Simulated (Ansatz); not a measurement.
Level of theory: PBE (plane waves to 420 eV, PAW; Ansatz, an electronic-structure program).

Planar average of the electrostatic potential across the slab, in eV from the Fermi level, for a constructed model of the (110) surface of bcc W, a cell of two sites (a+b, b-a) layer of S, one a cell, on the site that continues the host's stacking (bottom of the slab: a bare face, its two planes held):

| z (Å) | V (eV) |
|---|---|
| 3.89 | 4.89 |
| 4.17 | 4.89 |
| 4.44 | 4.89 |
| 4.72 | 4.88 |
| 5.00 | 4.86 |
| 5.28 | 4.84 |
| 5.56 | 4.78 |
| 5.83 | 4.67 |
| 6.11 | 4.45 |
| 6.39 | 4.03 |
| 6.67 | 3.20 |
| 6.94 | 1.62 |
| 7.22 | -1.43 |
| 7.50 | -7.57 |
| 7.78 | -15.23 |
| 8.06 | -20.53 |
| 8.33 | -21.14 |
| 8.61 | -16.83 |
| 8.89 | -9.54 |
| 9.17 | -3.59 |
| 9.44 | -2.77 |
| 9.72 | -7.34 |
| 10.00 | -14.92 |
| 10.28 | -20.68 |
| 10.56 | -21.83 |
| 10.83 | -17.87 |
| 11.11 | -10.61 |
| 11.39 | -4.20 |
| 11.67 | -2.74 |
| 11.94 | -6.63 |
| 12.22 | -14.02 |
| 12.50 | -20.13 |
| 12.78 | -21.86 |
| 13.06 | -18.46 |
| 13.33 | -11.43 |
| 13.61 | -4.69 |
| 13.89 | -2.64 |
| 14.17 | -6.00 |
| 14.44 | -13.28 |
| 14.72 | -19.69 |
| 15.00 | -21.91 |
| 15.28 | -18.98 |
| 15.56 | -12.20 |
| 15.83 | -5.22 |
| 16.11 | -2.65 |
| 16.39 | -5.47 |
| 16.67 | -12.49 |
| 16.94 | -19.15 |
| 17.22 | -21.89 |
| 17.50 | -19.50 |
| 17.78 | -13.04 |
| 18.06 | -5.94 |
| 18.33 | -2.91 |
| 18.61 | -5.42 |
| 18.89 | -12.34 |
| 19.17 | -19.04 |
| 19.44 | -21.92 |
| 19.72 | -19.85 |
| 20.00 | -13.73 |
| 20.28 | -6.85 |
| 20.56 | -4.02 |
| 20.83 | -4.19 |
| 21.11 | -4.01 |
| 21.39 | -3.27 |
| 21.67 | -1.36 |
| 21.94 | 1.68 |
| 22.22 | 3.49 |
| 22.50 | 4.22 |
| 22.78 | 4.52 |
| 23.06 | 4.64 |
| 23.33 | 4.69 |
| 23.61 | 4.72 |
| 23.89 | 4.72 |
| 24.17 | 4.73 |
| 24.44 | 4.73 |
| 24.72 | 4.73 |
| 25.00 | 4.73 |
| 25.28 | 4.73 |
| 25.56 | 4.73 |

Slab: 13 atoms, 13.5 Å thick at the start with caps and adatoms (thin: gaps and levels are the slab's own); k 12x8x1, smearing 0.1 eV, dipole-corrected; 4 atoms held, the rest relaxed; held to the start's symmetry, so lower structures may exist; no spin, no spin-orbit, no U. It is one candidate, not shown to be the stable structure of the face.

The vacuum level lies 4.73 eV above the Fermi level over the top face and 4.89 eV above it under the bottom face.
